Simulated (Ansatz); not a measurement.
## BeS (model structure, from the WC type, P-6m2, No. 187): properties by level of theory

```tsv
level (code)	equilibrium lattice constant a (Å)	lattice parameter c (Å)
PBE (Ansatz)	3.225	2.924
PBEsol (Ansatz)	3.187	?
PBE-D3(BJ) (Ansatz)	3.169	?
r²SCAN (Ansatz)	?	2.937
```

Task: Complete the blanks.

Result: 
- PBEsol (Ansatz, an electronic-structure program), lattice parameter c (Å): 2.902
- PBE-D3(BJ) (Ansatz), lattice parameter c (Å): 2.888
- r²SCAN (Ansatz), equilibrium lattice constant a (Å): 3.233

Ansatz's density-functional and Hartree–Fock values are scalar-relativistic unless marked +SOC, with PAW data made under PBE.

Computed values are for the static lattice.

A model structure was made by putting elements into a prototype or built by hand; it is no filed structure, need not be a known phase, and can be a saddle point held by its symmetry.
